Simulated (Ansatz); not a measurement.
End structure of the (11-20) surface of graphite in its 1x1 cell, outermost plane spacing 1.23 Å in the ideal cut:

```xyz
36
Lattice="4.2694 0.0000 0.0000 0.0000 6.7497 0.0000 0.0000 0.0000 26.0000" Properties=species:S:1:pos:R:3 pbc="T T T"
C      1.9766     1.6874     8.1749
C      2.2927     5.0623     8.1749
C      3.5309     5.0623     8.1702
C      0.7385     1.6874     8.1702
C     -0.0778     1.6874     9.2982
C      0.0778     5.0623     9.2982
C      1.4718     5.0623     9.2985
C      2.7975     1.6874     9.2985
C      2.0696     1.6874    10.5348
C      2.1998     5.0623    10.5348
C      3.6181     5.0623    10.5342
C      0.6512     1.6874    10.5342
C     -0.0638     1.6874    11.7690
C      0.0638     5.0623    11.7690
C      1.4837     5.0623    11.7691
C      2.7856     1.6874    11.7691
C      2.0732     1.6874    13.0000
C      2.1961     5.0623    13.0000
C      3.6208     5.0623    13.0000
C      0.6486     1.6874    13.0000
C     -0.0638     1.6874    14.2310
C      0.0638     5.0623    14.2310
C      1.4837     5.0623    14.2309
C      2.7856     1.6874    14.2309
C      2.0696     1.6874    15.4652
C      2.1998     5.0623    15.4652
C      3.6181     5.0623    15.4658
C      0.6512     1.6874    15.4658
C     -0.0778     1.6874    16.7018
C      0.0778     5.0623    16.7018
C      1.4718     5.0623    16.7015
C      2.7975     1.6874    16.7015
C      1.9766     1.6874    17.8251
C      2.2927     5.0623    17.8251
C      3.5309     5.0623    17.8298
C      0.7385     1.6874    17.8298
```

Slab: 36 atoms, 9.9 Å thick at the start (thin: gaps and levels are the slab's own); k 9x6x1, smearing 0.1 eV, dipole-corrected; all atoms relaxed; start symmetry kept, larger cells not searched; no spin, no spin-orbit, no U.

### Question
Give the work function of the top face at the level PBE with D3(BJ) dispersion in Ansatz (a first-principles code).

### Answer
5.18 eV

### Question
Predict the surface energy (mean of both faces) from PBE with D3(BJ) dispersion.

### Answer
4.99 J/m²
